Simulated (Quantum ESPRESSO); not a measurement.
Worked example: relaxation of the atoms of C (P1, 12 atoms in the cell) in Quantum ESPRESSO.

Method of the run: LDA (PZ), GBRV 1.5 ultrasoft (LDA) pseudopotentials (plane waves; Quantum ESPRESSO).

The input file:

```fortran
&CONTROL
  calculation = 'relax',
  prefix = 'scf',
  outdir = './tmp',
  pseudo_dir = './',
  forc_conv_thr = 3.9e-03,
/
&SYSTEM
  ibrav = 0,
  nat = 12,
  ntyp = 1,
  ecutwfc = 40,
  ecutrho = 200,
  occupations = 'smearing',
  smearing = 'gauss',
  degauss = 0.00147,
/
&ELECTRONS
  conv_thr = 1e-10,
  mixing_beta = 0.4,
/
&IONS
/
ATOMIC_SPECIES
C     12.0110  c_lda_v1.2.uspp.F.UPF
ATOMIC_POSITIONS {crystal}
C     0.6729520000    0.3367430000    0.3535400000
C     0.3973240000    0.7211500000    0.6478310000
C     0.3545710000    0.6506790000    0.8635830000
C     0.6766170000    0.3486910000    0.1416880000
C     0.6596620000    0.3369870000    0.0191990000
C     0.2976190000    0.6387210000    0.9788050000
C     0.3191220000    0.6529010000    0.5255420000
C     0.6153610000    0.2979670000    0.4744850000
C    -0.0249730000    0.0027800000    0.6854190000
C     0.0244570000   -0.0149190000    0.3151830000
C    -0.0139580000    0.0162670000    0.1819570000
C     0.0212460000    0.0120320000    0.8127680000
K_POINTS {automatic}
12 12 3  0 0 0
CELL_PARAMETERS {bohr}
   4.7480502717     0.0000000000     0.0000000000
  -2.3740251358     4.1119325533     0.0000000000
   0.0000000000     0.0000000000    23.4183176159
```

The program printed (abridged):

```
     Self-consistent Calculation

     iteration #  1     ecut=    40.00 Ry     beta= 0.40

     total energy              =    -138.22706132 Ry
     estimated scf accuracy    <       0.76183107 Ry

     iteration #  2     ecut=    40.00 Ry     beta= 0.40

     total energy              =    -138.14986987 Ry
     estimated scf accuracy    <       0.18704765 Ry

     iteration #  3     ecut=    40.00 Ry     beta= 0.40

     total energy              =    -138.17076364 Ry
     estimated scf accuracy    <       0.00311417 Ry

   [... 8 blocks of this kind left out ...]

     iteration # 12     ecut=    40.00 Ry     beta= 0.40

     total energy              =    -138.17158160 Ry
     estimated scf accuracy    <          5.4E-10 Ry

     iteration # 13     ecut=    40.00 Ry     beta= 0.40
     End of self-consistent calculation

     Number of k-points >= 100: set verbosity='high' to print the bands.

     the Fermi energy is    16.3262 ev

!    total energy              =    -138.17158160 Ry
     estimated scf accuracy    <          3.2E-11 Ry
     smearing contrib. (-TS)   =      -0.00000000 Ry
     internal energy E=F+TS    =    -138.17158160 Ry

     convergence has been achieved in  13 iterations

     Forces acting on atoms (cartesian axes, Ry/au):

     atom    1 type  1   force =     0.05815749   -0.06233322    0.02518213
     atom    2 type  1   force =    -0.30461786   -0.20913240   -0.11400167
     atom    3 type  1   force =    -0.05581859    0.05486043   -0.23608120
     atom    4 type  1   force =    -0.08167446   -0.00033564    0.01280077
   [... lines left out ...]
     Total force =     0.711931     Total SCF correction =     0.000012
     the Fermi energy is    15.1730 ev
!    total energy              =    -138.33288714 Ry
     Total force =     0.003019     Total SCF correction =     0.000002
     bfgs converged in   9 scf cycles and   8 bfgs steps
     Final energy             =    -138.3328871357 Ry
   [... lines left out ...]
C                0.6660337384        0.3327795427        0.4792193766
C                0.0021892648        0.0010753109        0.6868280971
C               -0.0036464270       -0.0023791592        0.3131701809
C               -0.0025367386       -0.0014231308        0.1868544339
C                0.0033050199        0.0021993645        0.8131501610
End final coordinates

   JOB DONE.
```

The run converged.  The full log also holds: “c_bands:  2 eigenvalues not converged”. The full log also holds: “c_bands:  3 eigenvalues not converged”.

Summary of the result:
* **Free energy E − TS**: -1882.1148 eV
* **Top of the valence band (on the code's own zero)**: 13.27 eV
* **Gap on the k-point mesh**: 4.42 eV
* **Largest force (vector length)**: 0.041 eV/Å
* **Relaxation steps**: 8

The starting cell comes from a database of computed structures (which also holds hypothetical and non-ambient phases and stackings), without a prior relaxation at this level. For this run, on top of that: atoms moved at random.

Cost on one core of a shared machine: roughly 20 min.
